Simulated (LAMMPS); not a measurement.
An MD run on Cu (fcc), 256 atoms, at 1220 K and 0 GPa, heated as the crystal.

Level of theory: classical MD, pair style bop, file AlCu.bop.table, run in LAMMPS.

| r (Å) | g(r) |
|---|---|
| 1.900 | 0.000 |
| 1.940 | 0.003 |
| 1.980 | 0.000 |
| 2.020 | 0.018 |
| 2.060 | 0.041 |
| 2.100 | 0.077 |
| 2.140 | 0.186 |
| 2.180 | 0.384 |
| 2.220 | 0.621 |
| 2.260 | 0.942 |
| 2.300 | 1.43 |
| 2.340 | 1.94 |
| 2.380 | 2.59 |
| 2.420 | 2.87 |
| 2.460 | 3.40 |
| 2.500 | 3.64 |
| 2.540 | 3.73 |
| 2.580 | 3.56 |
| 2.620 | 3.46 |
| 2.660 | 3.07 |
| 2.700 | 2.62 |
| 2.740 | 2.13 |
| 2.780 | 1.78 |
| 2.820 | 1.34 |
| 2.860 | 1.05 |
| 2.900 | 0.759 |
| 2.940 | 0.600 |
| 2.980 | 0.443 |
| 3.020 | 0.308 |
| 3.060 | 0.255 |
| 3.100 | 0.221 |
| 3.140 | 0.227 |
| 3.180 | 0.210 |
| 3.220 | 0.253 |
| 3.260 | 0.262 |
| 3.300 | 0.328 |
| 3.340 | 0.389 |
| 3.380 | 0.438 |
| 3.420 | 0.473 |
| 3.460 | 0.599 |
| 3.500 | 0.584 |
| 3.540 | 0.631 |
| 3.580 | 0.596 |
| 3.620 | 0.694 |
| 3.660 | 0.699 |
| 3.700 | 0.692 |
| 3.740 | 0.596 |
| 3.780 | 0.550 |
| 3.820 | 0.571 |
| 3.860 | 0.542 |
| 3.900 | 0.520 |
| 3.940 | 0.545 |
| 3.980 | 0.526 |
| 4.020 | 0.597 |
| 4.060 | 0.656 |
| 4.100 | 0.814 |
| 4.140 | 0.909 |
| 4.180 | 1.11 |
| 4.220 | 1.31 |
| 4.260 | 1.54 |
| 4.300 | 1.64 |
| 4.340 | 1.75 |
| 4.380 | 1.88 |
| 4.420 | 1.91 |
| 4.460 | 1.90 |
| 4.500 | 1.89 |
| 4.540 | 1.84 |
| 4.580 | 1.67 |
| 4.620 | 1.61 |
| 4.660 | 1.33 |
| 4.700 | 1.21 |
| 4.740 | 1.05 |
| 4.780 | 0.971 |
| 4.820 | 0.896 |
| 4.860 | 0.816 |
| 4.900 | 0.792 |
| 4.940 | 0.761 |
| 4.980 | 0.837 |
| 5.020 | 0.830 |
| 5.060 | 0.813 |
| 5.100 | 0.838 |
| 5.140 | 0.888 |
| 5.180 | 0.861 |
| 5.220 | 0.832 |
| 5.260 | 0.851 |
| 5.300 | 0.821 |
| 5.340 | 0.866 |
| 5.380 | 0.776 |
| 5.420 | 0.846 |
| 5.460 | 0.870 |
| 5.500 | 0.891 |
| 5.540 | 0.967 |
| 5.580 | 1.01 |
| 5.620 | 1.03 |
| 5.660 | 1.07 |
| 5.700 | 1.11 |
| 5.740 | 1.09 |
| 5.780 | 1.11 |
| 5.820 | 1.04 |
| 5.860 | 1.06 |
| 5.900 | 0.984 |
| 5.940 | 0.920 |
| 5.980 | 0.873 |

The data show:
- state found: crystal; no diffusion seen in 15 ps
- first peak of g(r): 2.54 Å, height 3.7
- coordination number: 12.1 (counted to 3.14 Å)
